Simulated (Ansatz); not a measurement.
## WSeS (P-3m1, No. 164, 6 atoms in the cell; start mp-1216174)

Level of theory: r²SCAN+rVV10 (Ansatz, a first-principles code, plane waves, PAW).

Settings: plane-wave cutoff 560 eV, 12×12×4 k mesh (along the axes of the cell as run), Fermi–Dirac smearing 0.01 eV, no spin polarisation, scalar-relativistic PAW data made under PBE.

Cell (relaxed at this level):

```cif
data_S2Se2W2
_chemical_formula_sum 'W2 Se2 S2'
_space_group_name_H-M_alt 'P 1'
_space_group_IT_number 1
_cell_length_a 3.23355
_cell_length_b 3.23355
_cell_length_c 12.83104
_cell_angle_alpha 90.000
_cell_angle_beta 90.000
_cell_angle_gamma 120.000
loop_
_space_group_symop_operation_xyz
  'x, y, z'
loop_
_atom_site_label
_atom_site_type_symbol
_atom_site_fract_x
_atom_site_fract_y
_atom_site_fract_z
_atom_site_occupancy
W1 W 0.33333 0.66667 0.25977 1
W2 W 0.66667 0.33333 0.74023 1
Se1 Se 0.33333 0.66667 0.87263 1
Se2 Se 0.66667 0.33333 0.12737 1
S1 S 0.66667 0.33333 0.37900 1
S2 S 0.33333 0.66667 0.62100 1
```

```
Item                                   Value
---------------  ---------------------------
band gap         0.99 eV (on the SCF k mesh)
direct gap at Γ                      2.48 eV
```

Note: the relaxation could not lower the start's symmetry, so the cell can be a saddle point above a distorted one.

Spin–orbit coupling is not included.

Cost on a shared machine: about 4 core-minutes (a rough figure).

A start named mp-… is a Materials Project structure, which need not be a measured phase.
